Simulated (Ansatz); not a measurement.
# WSe2: pressure 30 GPa

The reference is WSe2 in the 2H-MoS2 type structure (space group P6_3/mmc, No. 194; a = 3.279 Å, c = 12.786 Å; layered, stacked along the Cartesian z axis).

The change: cell and atoms relaxed at a pressure of 30 GPa.

Calculations: Ansatz (an electronic-structure program) PBE-D3(BJ), no spin-orbit coupling. Settings: 12×12×3 k-points, 0.05 eV Fermi–Dirac smearing.

| quantity | base | changed | shift |
|---|---|---|---|
| density | 9.53 g/cm³ | 12.12 g/cm³ | +2.59 g/cm³ |
| lattice parameter a | 3.279 Å | 3.066 Å | -0.213 Å |
| c/a ratio | 3.899 | 3.754 | -0.1457 |
| shortest interatomic distance | 2.534 Å | 2.458 Å | -0.076 Å |
| enthalpy H = E + PV relative to the base's energy | – | +3.22 eV/atom | – |
| band gap | 0.87 eV | zero | – |

Final structure:

```yaml
crystal:
  lattice:
    - [3.06559, 0.00000, 0.00000]
    - [-1.53279, 2.65488, 0.00000]
    - [0.00000, 0.00000, 11.50695]
  atoms:
    - { symbol: W, position: [0.33333, 0.66667, 0.25000] }
    - { symbol: W, position: [0.66667, 0.33333, 0.75000] }
    - { symbol: Se, position: [0.33333, 0.66667, 0.60178] }
    - { symbol: Se, position: [0.66667, 0.33333, 0.10178] }
    - { symbol: Se, position: [0.66667, 0.33333, 0.39822] }
    - { symbol: Se, position: [0.33333, 0.66667, 0.89822] }
```

Cost of the whole job for the changed cell (relaxation, final SCF and bands): roughly 90 core-seconds.

The mesh was chosen for an insulator and is coarse for the gapless case. With W present, leaving out spin-orbit coupling can change the band edges. Load acts through the strain it causes; cell and atoms are relaxed under it. No phonon test of stability was made. No other phases were tried under pressure. All final runs are without spin polarisation. A zero or small gap of WSe2 under pressure 30 GPa can be the functional's error rather than a property of the material.
